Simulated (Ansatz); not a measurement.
**Rock-salt BeTe (model structure): properties by level of theory**

| level (code) | equilibrium lattice constant a (Å) | enthalpy of formation (eV/atom) |
|---|---|---|
| LDA (Ansatz) | 5.263 | ? |
| PBE (Ansatz) | ? | ? |
| PBE-D4 (Ansatz) | 5.287 | ? |
| rVV10 (Ansatz) | 5.417 | 0.231 |
| r²SCAN (Ansatz) | ? | 0.124 |

Problem. Some entries are withheld; supply them.

Solution. 
- LDA (Ansatz, a quantum-chemistry and plane-wave program), enthalpy of formation (eV/atom): 0.107
- PBE (Ansatz), equilibrium lattice constant a (Å): 5.361
- PBE (Ansatz), enthalpy of formation (eV/atom): 0.153
- PBE-D4 (Ansatz), enthalpy of formation (eV/atom): 0.075
- r²SCAN (Ansatz), equilibrium lattice constant a (Å): 5.371

Ansatz's density-functional and Hartree–Fock values are scalar-relativistic unless marked +SOC, with PAW data made under PBE.

Static lattice: no zero-point or thermal effects.

A model structure was made by putting elements into a prototype or built by hand; it is no filed structure, need not be a known phase, and can be a saddle point held by its symmetry.
